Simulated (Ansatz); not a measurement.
Consider Zr in the hcp (Mg type) structure (space group P6_3/mmc, No. 194; relaxed with 0.1 eV smearing).

```
Zr
1.0
    3.14377     0.00000     0.00000
   -1.57189     2.72259     0.00000
    0.00000     0.00000     5.09284
Zr
2
Direct
  0.66667   0.33333   0.75000
  0.33333   0.66667   0.25000
```

Cartesian axes are those of the cell as printed.

All numbers come from Kohn–Sham DFT with the LDA functional, run in Ansatz (a quantum-chemistry and plane-wave program) with PAW and 420 eV plane waves, no spin-orbit coupling.

Strains are applied to the cell and any free atomic positions relax.

One change was made to it. Results:

The pressure (mean of the normal stresses, compression positive) stays 0.0 GPa; the shortest interatomic distance falls by 0.029 Å, from 3.127 Å to 3.098 Å; the energy goes up by 0.6 meV/atom.

Task: Which of these changes matches the shifts?
A) tensor shear ε_xz = +0.57 %
B) tensor shear ε_xz = +2.00 %
C) tensor shear ε_xz = +1.14 %

Result: C, tensor shear ε_xz = +1.14 %. For comparison, the shortest interatomic distance in the other runs: tensor shear ε_xz = +0.57 % gives 3.113 Å; tensor shear ε_xz = +2.00 % gives 3.078 Å.

No phonon test of stability was made. The final runs are not spin-polarised.
